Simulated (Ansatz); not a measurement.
The starting structures come from a database of crystals and need not be the phases stable at ambient conditions.

 Where the default PAW files enter, the runs use the earlier of Ansatz's two default sets.

By PBEsol, the system below comes out a metal.

Given:

```
CoGe
1.0
    3.78454     0.00000     0.00000
    0.00000     4.96945     0.00000
    1.89227    -0.97816     5.73329
Co Ge
4 4
Direct
  0.00000   0.00000   0.00000
  0.00000   0.50000   0.00000
  0.19555   0.67456   0.60890
  0.80445   0.32544   0.39110
  0.18367   0.18170   0.63266
  0.81633   0.81830   0.36734
  0.43016   0.28241   0.13968
  0.56984   0.71759   0.86032
```

Space group of this cell: C2/m. The cell is strained (lengths across the current scaled by 1.02, ions clamped); by PBEsol its mean pressure is -8.0 GPa.

The current flows along the normal of the first two printed cell vectors. No spin-orbit coupling; the value is a mean over 0.1 eV about the Fermi level.

Predict the ballistic conductance per area from Ansatz (a program for electronic structure) with PBEsol.

0.35 × 10¹⁵ S/m² for both spins.
